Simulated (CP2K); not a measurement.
**Input and output of a self-consistent single point for Rb (Im-3m, 1 atom in the cell) (CP2K)**

Method: PBE, GPW, DZVP-MOLOPT-SR-GTH basis, GTH-PBE potentials (GTH_POTENTIALS) (CP2K).

Input:

```
&GLOBAL
  PROJECT scf
  RUN_TYPE ENERGY_FORCE
  PRINT_LEVEL MEDIUM
&END GLOBAL
&FORCE_EVAL
  METHOD Quickstep
  STRESS_TENSOR ANALYTICAL
  &DFT
    BASIS_SET_FILE_NAME BASIS_MOLOPT
    POTENTIAL_FILE_NAME GTH_POTENTIALS
    &QS
      METHOD GPW
      EPS_DEFAULT 1E-10
    &END QS
    &MGRID
      CUTOFF 500
      REL_CUTOFF 40
      NGRIDS 5
    &END MGRID
    &SCF
      SCF_GUESS ATOMIC
      EPS_SCF 1E-7
      MAX_SCF 100
      ADDED_MOS 4
      &DIAGONALIZATION
        ALGORITHM STANDARD
      &END DIAGONALIZATION
      &MIXING
        METHOD BROYDEN_MIXING
        ALPHA 0.2
        NBUFFER 12
      &END MIXING
      &SMEAR ON
        METHOD GAUSSIAN
        SIGMA [eV] 0.272
      &END SMEAR
    &END SCF
    &KPOINTS
      SCHEME MONKHORST-PACK 11 11 11
    &END KPOINTS
    &XC
      &XC_FUNCTIONAL PBE
      &END XC_FUNCTIONAL
    &END XC
    &PRINT
      &MO
        EIGENVALUES T
        OCCUPATION_NUMBERS T
        NDIGITS 8
        FILENAME mo
        &EACH
          QS_SCF 0
        &END EACH
        ADD_LAST NUMERIC
      &END MO
      &MULLIKEN ON
      &END MULLIKEN
    &END PRINT
  &END DFT
  &SUBSYS
    &CELL
      A 4.81964800 0.00000000 0.00000000
      B -1.60654900 4.54400800 0.00000000
      C -1.60654900 -2.27200400 3.93522600
      PERIODIC XYZ
    &END CELL
    &COORD
      SCALED
      Rb       0.00000000     0.00000000     0.00000000
    &END COORD
    &KIND Rb
      BASIS_SET DZVP-MOLOPT-SR-GTH-q9
      POTENTIAL GTH-PBE-q9
    &END KIND
  &END SUBSYS
  &PRINT
    &FORCES ON
    &END FORCES
    &STRESS_TENSOR ON
    &END STRESS_TENSOR
  &END PRINT
&END FORCE_EVAL
```

Output, abridged:

```
 GLOBAL| Method name                                                        CP2K
 GLOBAL| Project name                                                        scf
 GLOBAL| Run type                                                   ENERGY_FORCE

 CELL| Volume [angstrom^3]:                                            86.183492
 CELL| Vector a [angstrom]:       4.820     0.000     0.000   |a| =     4.819648
 CELL| Vector b [angstrom]:      -1.607     4.544     0.000   |b| =     4.819648
 CELL| Vector c [angstrom]:      -1.607    -2.272     3.935   |c| =     4.819648
 CELL| Angle (b,c), alpha [degree]:                                   109.471227
 CELL| Angle (a,c), beta  [degree]:                                   109.471217
 CELL| Angle (a,b), gamma [degree]:                                   109.471216
 CELL| Numerically orthorhombic:                                              NO
 CELL| Periodicity                                                           XYZ

 DFT| Spin restricted Kohn-Sham (RKS) calculation                            RKS
 DFT| Multiplicity                                                             2
 DFT| Number of spin states                                                    1
 DFT| Charge                                                                   0
 DFT| XC density smoothing                                                  NONE
 DFT| XC derivatives                                                          PW

 QS| Method:                                                                 GPW
 QS| Density plane wave grid type                        NON-SPHERICAL FULLSPACE
 QS| Number of grid levels:                                                    5
 QS| Density cutoff [a.u.]:                                                250.0
 QS| Multi grid cutoff [a.u.]: 1) grid level                               250.0
   [... lines left out ...]
 BRILLOUIN| Wavefunction type                                            COMPLEX
 BRILLOUIN| List of Kpoints [2 Pi/Bohr]                                      666
 BRILLOUIN| Number           Weight            X              Y              Z
 BRILLOUIN|     1           0.00150       -0.45455       -0.45455       -0.45455
 BRILLOUIN|     2           0.00150       -0.45455       -0.45455       -0.36364
 BRILLOUIN|     3           0.00150       -0.45455       -0.45455       -0.27273
   [... 663 lines left out ...]
 *******************************************************************************

 Extrapolation method: initial_guess

 Re-scaling the density matrix to get the right number of electrons
                  # Electrons              Trace(P)               Scaling factor
                            9                 9.000                        1.000

 Number of electrons:                                                          9
 Number of occupied orbitals:                                                  5
 Number of molecular orbitals:                                                 9

 Number of orbital functions:                                                 14
 Number of independent orbital functions:                                     14
 SCF WAVEFUNCTION OPTIMIZATION

  Step     Update method      Time    Convergence         Total energy    Change
     1 NoMix/Diag. 0.20E+00      -     0.45982409       -24.1173680418 -2.41E+01
     2 Broy./Diag. 0.20E+00      -     0.00229070       -24.1255324186 -8.16E-03
     3 Broy./Diag. 0.20E+00      -     0.01032433       -24.1077836165  1.77E-02
     4 Broy./Diag. 0.20E+00      -     0.00081405       -24.0972379781  1.05E-02
     5 Broy./Diag. 0.20E+00      -     0.00041636       -24.1022022202 -4.96E-03
     6 Broy./Diag. 0.20E+00      -     0.00001528       -24.1029298355 -7.28E-04
     7 Broy./Diag. 0.20E+00      -     0.00001306       -24.1030045151 -7.47E-05
     8 Broy./Diag. 0.20E+00      -     0.00000054       -24.1029828492  2.17E-05
     9 Broy./Diag. 0.20E+00      -     0.00000025       -24.1029761767  6.67E-06
    10 Broy./Diag. 0.20E+00      -     0.00000003       -24.1029764919 -3.15E-07
  *** SCF run converged in    10 steps ***

  Electronic density on regular grids:         -8.9999999999        0.0000000001
  Core density on regular grids:                8.9999999991       -0.0000000009
  Total charge density on r-space grids:       -0.0000000009
  Total charge density g-space grids:          -0.0000000009

  Overlap energy of the core charge distribution:               0.00000000000000
  Self energy of the core charge distribution:                -46.63199619119211
  Core Hamiltonian energy:                                     10.30836914426824
  Hartree energy:                                              15.92731262389308
  Exchange-correlation energy:                                 -3.70547016795967
  Smearing free energy correction:                             -0.00119190089188
  Fermi energy:                                                 0.05875007938020

  Total energy:                                               -24.10297649188348
  Total energy (extrapolated to sigma->0):                    -24.10238054143754

                     Mulliken Population Analysis

 #  Atom  Element  Kind  Atomic population                           Net charge
       1     Rb       1          9.000000                              0.000000
 # Total charge                              9.000000                  0.000000

 ENERGY| Total FORCE_EVAL ( QS ) energy [hartree]            -24.102976597645874

 FORCES| Atomic forces [hartree/bohr]
 FORCES|   Atom     x               y               z               |f|
 FORCES|      1  1.73757749E-15  9.20725031E-15  1.22687311E-15   9.44975404E-15
 FORCES| Sum     1.73757749E-15  9.20725031E-15  1.22687311E-15
 FORCES| Total atomic force                                       9.44975404E-15

 STRESS| Analytical stress tensor [bar]
 STRESS|                        x                   y                   z
 STRESS|      x        2.49487798125E+03  -7.57866850690E-02  -7.82845044743E-02
 STRESS|      y       -7.57866850690E-02   2.49485930896E+03  -1.10143801676E-01
 STRESS|      z       -7.82845044743E-02  -1.10143801676E-01   2.49478436419E+03
 STRESS| 1/3 Trace                                             2.49484055146E+03
```

The run converged in 10 iterations.

The starting cell has typed, rounded lattice constants, without a prior relaxation at this level. Its lattice was rescaled by a random factor within 2.5 % of one. Values carry the incompleteness of an atom-centred basis.
